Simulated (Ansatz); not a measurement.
Sn_Ga+V_N in wurtzite GaN (the name describes the start): one set of geometries, relaxed with PBE, evaluated in Ansatz (PAW, plane waves to 420 eV, 500 eV under r2SCAN) with PBE, r2SCAN.

Set-up: 96-site cell; 2×2×2 shifted k-points; start: the Ga site; N 1.98 Å away, along c; no spin–orbit coupling; finite-size errors of tenths of an eV; relaxed from one start, so a lower configuration may exist; flagged in the runs: a host whose relaxation on this sampling wasn't shown to rest.

```tsv
quantity	PBE	r2SCAN
host gap (eV)	1.71	2.12
ε(+1/0) above the VBM (eV)	not bound	not settled
ε(0/−1) above the VBM (eV)	not bound	not settled
```

PBE narrows the gap by 0.41 eV against r2SCAN, the highest level run.

"Not bound" means that the carrier spreads over host band states in this cell; a shallow level, bound over tens of ångströms, can't be resolved here.

Ansatz is a first-principles code.
